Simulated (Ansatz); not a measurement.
Take GaSb in the zinc blende structure (space group F-43m, No. 216; a = 6.1115 Å) as the base. Axes: x, y, z lie along the cube axes.

Computed with Kohn–Sham DFT with the PBEsol functional, run in Ansatz (a first-principles code) with PAW and 420 eV plane waves, without spin-orbit coupling.

Strains are applied to the cell and any free atomic positions relax; under biaxial strain the out-of-plane vector relaxes too.

One change was made to it. Results:

| quantity | base | after |
|---|---|---|
| shortest interatomic distance | 2.646 Å | 2.627 Å |
| pressure (mean of the normal stresses, compression positive) | 0.0 GPa | 1.2 GPa |
| energy relative to the base (free energy F) | 0 meV/atom | +6.3 meV/atom |

**Question.** What was done to the base?
A. biaxial strain −1.00 %, plane normal [001], relaxed out of plane
B. biaxial strain −0.50 %, plane normal [001], relaxed out of plane
C. biaxial strain −3.00 %, plane normal [001], relaxed out of plane
D. biaxial strain −2.50 %, plane normal [001], relaxed out of plane
E. biaxial strain −2.00 %, plane normal [001], relaxed out of plane

**Answer.** E, biaxial strain −2.00 %, plane normal [001], relaxed out of plane. For comparison, the energy relative to the base in the other runs: biaxial strain −2.50 %, plane normal [001], relaxed out of plane gives +10 meV/atom; biaxial strain −0.50 %, plane normal [001], relaxed out of plane gives +0.4 meV/atom; biaxial strain −1.00 %, plane normal [001], relaxed out of plane gives +1.5 meV/atom; biaxial strain −3.00 %, plane normal [001], relaxed out of plane gives +15 meV/atom.

Whether these cells are dynamically stable was not tested. All final runs are without spin polarisation.
